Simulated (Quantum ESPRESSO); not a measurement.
# Effort and miss along a sweep of ecutwfc: Cu9Se8 (P1, 17 atoms in the cell)

Cell: a = 3.8552 Å, b = 3.8724 Å, c = 25.5148 Å, α = 85.78°, β = 85.80°, γ = 60.20°.

Level of theory: LDA (PZ), PSlibrary ultrasoft (LDA) pseudopotentials (plane waves; Quantum ESPRESSO).

Base settings: ecutwfc = 55 Ry; ecutrho = 330 Ry; occupations = smearing; smearing = marzari-vanderbilt; degauss = 0.0147 Ry; potentials = {Cu: Cu.pz-dn-rrkjus_psl.1.0.0.UPF, Se: Se.pz-n-rrkjus_psl.1.0.0.UPF}; K_POINTS = automatic 5 5 1 0 0 0; conv_thr = 1e-10 Ry; mixing_beta = 0.5.

Misses are taken against the tightest run, 55 Ry, which need not be fully converged itself. The energy is the free energy per atom.

The count of work is k-points × plane waves × bands × iterations; it is no time, and leaves out set-up, grids and terms that scale otherwise. Core times come from one kind of shared machine and are given to one figure; runs under 30 s give none.

The starting cell comes from a database of computed structures (which also holds hypothetical and non-ambient phases and stackings), without a prior relaxation at this level. Spin polarisation is off; with an odd number of electrons in the cell that forces a metal, and a magnetic state may lie lower. In the base run, with a pressure of about -4 GPa the cell is away from its equilibrium volume at this level.

The runs (ecutwfc): 22 Ry (ecutrho: 330 Ry → 132 Ry) | 28 Ry (ecutrho: 330 Ry → 168 Ry) | 33 Ry (ecutrho: 330 Ry → 198 Ry) | 38 Ry (ecutrho: 330 Ry → 228 Ry) | 44 Ry (ecutrho: 330 Ry → 264 Ry) | 50 Ry (ecutrho: 330 Ry → 300 Ry) | 55 Ry.

Problem. What does the step from 22 Ry (ecutrho: 330 Ry → 132 Ry) to 50 Ry (ecutrho: 330 Ry → 300 Ry) buy?

Solution. It takes the miss in the energy from 2600 to 5.8 meV/atom, for 2.9 times the count of work and roughly 3 times the time.

```tsv
ecutwfc	energy less reference (meV/atom)	pressure less reference (GPa)	largest difference in the force on any atom (eV/Å)	count of work / reference	core time / reference (rough)
22 Ry (ecutrho: 330 Ry → 132 Ry)	2555.67	-104.78	0.169	0.29	0.3
28 Ry (ecutrho: 330 Ry → 168 Ry)	273.39	-16.91	0.042	0.34	0.3
33 Ry (ecutrho: 330 Ry → 198 Ry)	45.19	-1.65	0.010	0.47	0.5
38 Ry (ecutrho: 330 Ry → 228 Ry)	30.70	0.07	0.004	0.57	0.5
44 Ry (ecutrho: 330 Ry → 264 Ry)	20.33	-0.46	0.002	0.72	0.7
50 Ry (ecutrho: 330 Ry → 300 Ry)	5.84	-0.31	0.001	0.87	0.9
55 Ry	0.00	0.00	0.000	1.0	1
```

The last two settings still differ by 5.8 meV/atom, so the table cannot show that the reference is converged.
